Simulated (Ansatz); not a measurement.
**SnO2 under a change: isotropic strain −1.53 %**

Consider SnO2 in the rutile structure (space group P4_2/mnm, No. 136; a = 4.769 Å, c = 3.211 Å).

Modification: an isotropic linear strain of −1.53 %, atoms relaxed at fixed cell.

Method: PBEsol in Ansatz (plane waves to 420 eV, PAW, no SOC), earlier PAW set. Γ-centred 7×7×10 mesh, Fermi–Dirac width 0.05 eV.

| quantity | base | changed | shift |
|---|---|---|---|
| volume per atom | 12.17 Å³ | 11.62 Å³ | -0.55 Å³ |
| shortest interatomic distance | 206.6 pm | 202.7 pm | -3.83 pm |
| energy relative to the base (free energy F) | 0 meV/atom | +17 meV/atom | +17 meV/atom |
| pressure (mean of the normal stresses, compression positive) | 0.00 GPa | 10.11 GPa | +10.11 GPa |
| band gap | 0.92 eV | 1.44 eV | +0.52 eV |
| gap character | direct at Γ | direct at Γ | – |
| mean gap deformation potential ΔEg/Δln V | – | -11.1 eV | – |
| width of the top valence band | 1.24 eV | 1.31 eV | +0.07 eV |
| electron mass | 0.17 mₑ along c, 0.19 mₑ across (at Γ) | 0.19 mₑ along c, 0.22 mₑ across (at Γ) | – |
| hole mass | 1.7 mₑ along c, 1.3 mₑ across (at Γ) | 1.6 mₑ along c, 1.2 mₑ across (at Γ) | – |
| valence-band top at Γ (three highest levels, from the VBM) | 0.00, -0.77, -0.77 eV | 0.00, -0.81, -0.81 eV | – |

Masses are band curvatures over ±0.01 Å⁻¹ around the edge. Stability against distortions was not tested.

Ansatz is an electronic-structure program.
